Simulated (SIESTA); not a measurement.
A self-consistent single point of SbPt (P1, 4 atoms in the cell) with SIESTA.

Method of the run: SIESTA with GGA PBEsol, numerical atomic orbitals DZP, PseudoDojo PBEsol standard norm-conserving potentials (rewritten from UPF to PSML).

The change in words: atoms moved at random. Reference geometry:
```
SbPt
1.0
    4.14527     0.00000     0.00000
   -2.07264     3.58991     0.00000
    0.00000     0.00000     5.49655
Sb Pt
2 2
Direct
  0.66667   0.33333   0.75000
  0.33333   0.66667   0.25000
  0.00000   0.00000   0.50000
  0.00000   0.00000   0.00000
```

Reference input (self-consistent single point, DFT, GGA PBEsol, numerical atomic orbitals DZP, PseudoDojo PBEsol standard norm-conserving potentials (rewritten from UPF to PSML)): XC.functional = GGA; XC.authors = PBEsol; potentials = PseudoDojo PBEsol standard; PAO.BasisSize = DZP; PAO.EnergyShift = 0.005 Ry; MeshCutoff = 400 Ry; kgrid.MonkhorstPack = 8 8 5; OccupationFunction = FD; ElectronicTemperature = 0.1 eV; MaxSCFIterations = 150; SCF.Mixer.Method = Broyden; SCF.Mixer.Weight = 0.25. This run's input differs from it in these lines:

```diff
@@ -18,6 +18,6 @@
 %block AtomicCoordinatesAndAtomicSpecies
-     3.916720202    2.261314569    7.790227763  1
-    -0.000003917    4.522635922    2.596742588  1
-     0.000000000    0.000000000    5.193485175  2
-     0.000000000    0.000000000    0.000000000  2
+     3.921749266    2.280106112    7.799846098  1
+    -0.011448562    4.421514356    2.565882899  1
+    -0.000971346    0.044136382    5.262620850  2
+     0.007379093    0.038193641   -0.047904707  2
 %endblock AtomicCoordinatesAndAtomicSpecies
```

Log, with long lists cut:

```
        iscf     Eharris(eV)        E_KS(eV)     FreeEng(eV)     dDmax    Ef(eV) dHmax(eV)
   scf:    1   -11995.542335   -12032.710815   -12032.781539  0.652471 -1.950171 14.433336
   scf:    2   -12045.844031   -12043.423640   -12043.494425  0.451531 -3.053312  2.304457
   scf:    3   -12043.606386   -12043.519852   -12043.591016  0.034844 -3.113723  1.383837
   scf:    4   -12043.629073   -12043.583935   -12043.655018  0.069748 -3.251621  0.060422
   scf:    5   -12043.584235   -12043.584150   -12043.655166  0.002025 -3.256671  0.019998
   scf:    6   -12043.584238   -12043.584200   -12043.655190  0.000504 -3.257839  0.003792
   scf:    7   -12043.584255   -12043.584228   -12043.655198  0.000493 -3.258373  0.002863
   scf:    8   -12043.584258   -12043.584243   -12043.655201  0.000219 -3.258903  0.000988
   scf:    9   -12043.584253   -12043.584248   -12043.655201  0.000093 -3.259134  0.000496
SCF Convergence by DM+H criterion
max |DM_out - DM_in|         :     0.0000926301
max |H_out - H_in|      (eV) :     0.0004956029
SCF cycle converged after 9 iterations

Using DM_out to compute the final energy and forces

siesta: E_KS(eV) =           -12043.5842

siesta: E_KS - E_eggbox =    -12043.5842

siesta: Atomic forces (eV/Ang):
     1   -0.017279    0.014918   -0.057747
     2    0.052141    0.681825    0.145030
     3   -0.010038   -0.321197   -0.900560
     4   -0.025013   -0.376774    0.812276
   Tot   -0.000189   -0.001228   -0.001001
   Max    0.900560
   Res    0.429064    sqrt( Sum f_i^2 / 3N )
   Max    0.900560    constrained

Stress tensor Voigt[x,y,z,yz,xz,xy] (kbar):      -35.04      -55.51      -48.57       -1.86        0.57        1.20
(Free)E + p*V (eV/cell)   -12041.2877
   [... lines left out ...]
siesta: FreeEng =    -12043.655201
   [... lines left out ...]
siesta:    -0.021871    0.000746    0.000355
siesta:     0.000746   -0.034644   -0.001159
siesta:     0.000355   -0.001159   -0.030317

siesta: Cell volume =         81.795059 Ang**3

siesta: Pressure (static):
siesta:                Solid            Molecule  Units
siesta:           0.00031524          0.00035984  Ry/Bohr**3
siesta:           0.02894394          0.03303858  eV/Ang**3
siesta:          46.37329649         52.93363403  kBar
```

The run converged in 9 iterations. Against the reference run the free energy rises by 13.9 meV/atom, the pressure goes from 4.31 to 4.64 GPa and the largest force goes from 0.000 to 0.956 eV/Å.

The starting cell comes from a database of computed structures (which also holds hypothetical and non-ambient phases and stackings), without a prior relaxation at this level. Its lattice was rescaled by a random factor within 2.5 % of one. For this run, on top of that: atoms moved at random. Spin polarisation is off. Values carry the incompleteness of an atom-centred basis. With a pressure of about 5 GPa the cell is away from its equilibrium volume at this level.

Cost on one core of a shared machine: roughly 30 s.
